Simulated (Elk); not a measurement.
Input and output of a self-consistent single point for Hf4AlSi (I422, 6 atoms in the cell) (Elk).

Computed with PBEsol, spin-orbit coupling in second variation, all-electron FP-LAPW, Elk's shipped species files, default APW+lo basis (Elk 10.2.4).

```
Hf4AlSi
1.0
   -3.32953     3.32953     2.60735
    3.32953    -3.32953     2.60735
    3.32953     3.32953    -2.60735
Hf Al Si
4 1 1
Cartesian
  4.35596   1.02643   1.30368
 -1.02643   4.35596   1.30367
  2.30310  -1.02643   1.30367
  1.02643   2.30310   1.30367
  0.00000   0.00000   2.60735
  0.00000   0.00000   0.00000
```

Reference input (self-consistent single point, DFT, PBEsol, all-electron FP-LAPW, Elk's shipped species files, default APW+lo basis): xctype = 22; stype = 0; swidth = 0.00367493 Ha; ngridk = 6 6 6; rmtscf = 0.92; maxscl = 100. This run's input differs from it in these lines:

```diff
@@ -6,4 +6,13 @@
 
+spinorb
+  .true.
+
 rmtscf
   0.92
+
+lmaxi
+  3
+
+nempty
+  10
```

Output, abridged:

```
│ Self-consistent loop started │
│ Loop number : 1 │
 total energy                :     -60871.4550355
 total moment                :   0.6397346780E-20  0.6471395858E-20 -0.1237785746E-19
│ Loop number : 2 │
 total energy                :     -60873.1226655
 total moment                :   0.1388945167E-19  0.2514403086E-20 -0.4831500671E-20
RMS change in Kohn-Sham potential (target) :   0.2464620004     (  0.1000000000E-05)
Absolute change in total energy (target)   :    1.667629990     (  0.1000000000E-03)
│ Loop number : 3 │
 total energy                :     -60873.3803174
   [... lines left out ...]
 total energy                :     -60905.4298846
 total moment                :   0.1190994260E-20 -0.2502584417E-19  0.7338082697E-21
RMS change in Kohn-Sham potential (target) :   0.3717960661E-07 (  0.1000000000E-05)
Absolute change in total energy (target)   :   0.1525924308E-03 (  0.1000000000E-03)
│ Loop number : 16 │
 total energy                :     -60905.4298755
 total moment                :   0.1080947186E-19 -0.1773935224E-19  0.1860658963E-20
RMS change in Kohn-Sham potential (target) :   0.1135842213E-07 (  0.1000000000E-05)
Absolute change in total energy (target)   :   0.2901109838E-04 (  0.1000000000E-03)
Convergence targets achieved

│ Loop number : 17 │

Energies :
 Fermi                       :     0.329858683561
 xc effective B-field        :    -0.883195812993E-09
 external B-field            :     -0.00000000000
 total energy                :     -60905.4298771
 (external B-field energy excluded from total)

Density of states at Fermi energy :    118.7454718
 (states/Hartree/unit cell)

Estimated indirect band gap :   0.1919898514E-02
 from k-point     27 to k-point     14
Estimated direct band gap   :   0.4241275128E-02
 at k-point     30

Charges :
 core                        :    198.0000000
 valence                     :    117.0000000
 interstitial                :    12.76430774
 muffin-tins (core leakage)
  species :    1 (Hf)
   atom    1                 :    69.83430550     (  0.1861470722E-05)
   [... lines left out ...]
  species :    2 (Al)
   atom    1                 :   0.6548765412E-22  0.2493248185E-21   0.000000000
  species :    3 (Si)
   atom    1                 :  -0.8278715142E-21 -0.1167580445E-20   0.000000000
 total in muffin-tins        :  -0.7623838601E-21  0.2469876162E-20   0.000000000
 total moment                :  -0.1582921180E-19 -0.8383705602E-20 -0.2001192605E-20

│ Self-consistent loop stopped │
```

The run converged in 17 iterations. The count includes the last loop, which Elk runs after its targets are met. 

The starting cell comes from a database of computed structures (which also holds hypothetical and non-ambient phases and stackings), without a prior relaxation at this level. Values depend on the basis (sphere radii, cutoffs, local orbitals), which need not be converged. The log's line on a gap gives a spacing of levels on this mesh, which the program prints for metals too.

Cost on one core of a shared machine: roughly 3 min.
